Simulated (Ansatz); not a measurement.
HfC (P6₃/mmc, No. 194, 4 atoms in the cell; start mp-1096993; a measured phase of this formula has another space group), treated with PBEsol in Ansatz (plane waves, PAW).

Excerpt of the program's output:

```
Crystal: 4 atoms, lattice volume = 48.760 Å³
Basis set: ecut = 520 eV, 1315 PW (Γ), exchange–correlation on 50×50×80 points (8 copies of the dense FFT grid, shifted against one another)
Bands: 36, of which v1, the nominal top of the filled ones, is band 30 counted from 1 (29 counted from 0)
Symmetry: 24 space group operations
Space group: P63/mmc (ITA 194), of the structure as read, at distance tolerance 3.7e-5 Å
k-points: 259 of 3888
Functional: x = pbesol(κ = 0.804, μ = 0.12345679012345678), c = pbesol(β = 0.046)
SCF iter   1: F=—  HF=-31692.706978 eV  |F-HF|=—  |Δ(HF+E_count)|=         —  Δρ=1.52e-2  dr2=1.34e-1
SCF iter   2: F=—  HF=-31692.679499 eV  |F-HF|=—  |Δ(HF+E_count)|=   2.75e-2  Δρ=6.17e-3  dr2=1.74e-2
  ...
SCF iter   9: F=—  HF=-31692.676141 eV  |F-HF|=—  |Δ(HF+E_count)|=  2.91e-11  Δρ=9.72e-7  dr2=3.86e-10
SCF iter  10: F=-31692.676141 eV  HF=-31692.676141 eV  |F-HF|=0.00e0  |Δ(HF+E_count)|=  1.71e-10  Δρ=1.41e-7  dr2=7.14e-12
SCF 1 converged in 10 iterations: F = -31692.676141 eV  dr2 = 7.14e-12
SCF converged after 10 iterations
Free energy (F): -31692.676141 eV
Internal energy: -31692.670781 eV  (E = F + TS)
E sigma→0 (E₀):  -31692.673461 eV
Fermi energy:    21.153520 eV
--- Forces (eV/Å), atoms counted from 1 ---
  atom   1  Hf    -0.00000000     0.00000000     0.00000000
  atom   2  Hf     0.00000000    -0.00000000    -0.00000000
  atom   3  C     -0.00000000     0.00000000     0.00000000
  atom   4  C      0.00000000    -0.00000000     0.00000000
--- Stress (GPa, compression-positive) ---
        0.001660      -0.000000       0.000000
        0.000000       0.001660       0.000000
        0.000000       0.000000       0.001655
  P = ⅓ Tr σ = 0.0017 GPa (0.017 kbar)
```

Question: Write an input file that could have produced this run (the log leaves some choices open).

Answer: One answer among several that fit: 
Ansatz 0.2 input:
```yaml
crystal:
  lattice:
    - [3.3015588941, 0.0, 0.0]
    - [-1.6507794471, 2.8592338744, 0.0]
    - [0.0, 0.0, 5.165298595]
  atoms:
    - { symbol: Hf, position: [0.6666666667, 0.3333333333, 0.75] }
    - { symbol: Hf, position: [0.3333333333, 0.6666666667, 0.25] }
    - { symbol: C, position: [0.0, 0.0, 0.0] }
    - { symbol: C, position: [0.0, 0.0, 0.5] }
basis:
  ecutwfc: 520
  ecutrho_ratio: 4
  xc_grid: 2
kpoints:
  mp_grid: { grid: [18, 18, 12] }
hamiltonian:
  xc: pbesol
  dispersion: none
  pseudopotentials: { kind: paw }
scf:
  occupations: { method: fermi_dirac, width: 0.05 }
  convergence: { dr2_threshold: 0.0000000004 }
output:
  forces: true
  stress: true
  eigenvalues: true
```

The PAW data were made under PBE.

Cost on a shared machine: very roughly 40 core-seconds.

A start named mp-… is a Materials Project structure, which need not be a measured phase.

Ansatz is a program for electronic structure.
